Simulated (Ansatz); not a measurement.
The parent structure is CdSe in the zinc blende structure (space group F-43m, No. 216; a = 6.007 Å).

Level of theory: LDA in Ansatz (plane waves to 420 eV, PAW, no SOC).

For the base:

```
Quantity                                 Value
-----------------------------  ---------------
Lattice parameter a                    6.007 Å
Band gap                               0.41 eV
Width of the top valence band          2.41 eV
Electron mass                  0.041 mₑ (at Γ)
```

The change: cell and atoms relaxed at a pressure of 15 GPa.

Q: Estimate the effect on the lattice parameter a, band gap, width of the top valence band and electron mass.

A: The lattice parameter a drops by 0.3358 Å, from 6.007 Å to 5.672 Å; the band gap increases by 0.328 eV (0.41 eV → 0.73 eV); the width of the top valence band grows by 0.74 eV to 3.15 eV; the electron mass becomes 0.065 mₑ (at Γ) (base: 0.041 mₑ (at Γ)).

Load acts through the strain it causes; cell and atoms are relaxed under it. Masses are band curvatures over ±0.01 Å⁻¹ around the edge. Stability against distortions was not tested. Tetrahedral semiconductors of this kind turn to denser phases somewhere between about 1 and 50 GPa; those were not computed, so compressed cells here can lie past the real transition.

Ansatz is a program for electronic structure.
